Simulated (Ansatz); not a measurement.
We consider AlN (model structure, started from the HgO type, Fm-3m, No. 225, 6 atoms in the cell; like a known high-pressure phase), described by LDA in Ansatz (PAW).

Run with plane-wave cutoff 520 eV, 12×12×6 k mesh (along the axes of the cell as run), Fermi–Dirac smearing 0.01 eV, scalar-relativistic PAW data made under PBE.

The cell is the one relaxed with PBE-D3(BJ). Conventional cell: a = 4.0353 Å, b = 4.0353 Å, c = 4.0353 Å, α = 90.00°, β = 90.00°, γ = 90.00°.

```yaml
crystal:
  lattice:
    - [2.85339, 0.00000, 0.00000]
    - [-1.42670, 2.47111, 0.00000]
    - [0.00000, 0.00000, 6.98935]
  atoms:
    - { symbol: Al, position: [0.33334, 0.33334, 0.50000] }
    - { symbol: Al, position: [0.66666, 0.00000, 0.83333] }
    - { symbol: Al, position: [0.00000, 0.66666, 0.16667] }
    - { symbol: N, position: [0.33333, 0.33333, 0.00000] }
    - { symbol: N, position: [0.66667, 0.00000, 0.33333] }
    - { symbol: N, position: [0.00000, 0.66667, 0.66667] }
```

Task: List the 15 lowest band energies at Γ above −25 eV (eV, relative to the valence band maximum), grouping those that round alike.

Result: At Γ: -17.45, -15.35 (×2), -6.23 (×2), -0.86 (×4), 0.00 (×3), 5.84, 6.57 (×2).

Note: cell and atoms aren't relaxed at this level (pressure -4.8 GPa).

A model structure was made by putting elements into a prototype or built by hand; it is no filed structure, need not be a known phase, and can be a saddle point held by its symmetry.

Ansatz is a program for electronic structure.
